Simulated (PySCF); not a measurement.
PySCF 2.14.0, unrestricted HF/def2-svp, df: thiourea anion (NC(N)=S), charge -1, multiplicity 2, 8 atoms. The geometry is a generated start, not checked to be a minimum at this level.

```json
{
 "task": "energy",
 "method": "hf",
 "basis": "def2-svp",
 "two_electron_scheme": "density fitting",
 "mol.max_memory": "3000 MB",
 "mf.max_cycle": "100",
 "mf.init_guess": "minao (default)",
 "mf.DIIS": "CDIIS (default)",
 "mf.diis_space": "8 (default)",
 "mf.conv_tol": "1e-09 (default)",
 "basis_functions": "80"
}
```

```xyz
8

N      1.0090    -0.4981    -0.3754
C      0.1070     0.4246     0.0378
N     -1.1387    -0.0227     0.3309
S      0.4996     2.0170     0.1736
H      0.8471    -1.4802    -0.2147
H      1.9674    -0.1956    -0.4295
H     -1.4464    -0.9257     0.0059
H     -1.8450     0.6807     0.4715
```

Charge -1 and multiplicity 2 are set for this test and not shown to be the ground state.

One run each on 2 threads, 1 BLAS thread. Values of level_shift (Hartree) tried: 0 (default), 0.1, 0.3, 1.

**Question.** Predict the course of the Fock builds along this series.

**Answer.** Fewest Fock builds: 0 (default) with 15. The count rises to 31 at 1. All converge to one solution.

| level_shift (Hartree) | Fock builds | end |
|---|---|---|
| 0 (default) | 15 | same solution |
| 0.1 | 17 | same solution |
| 0.3 | 21 | same solution |
| 1 | 31 | same solution |
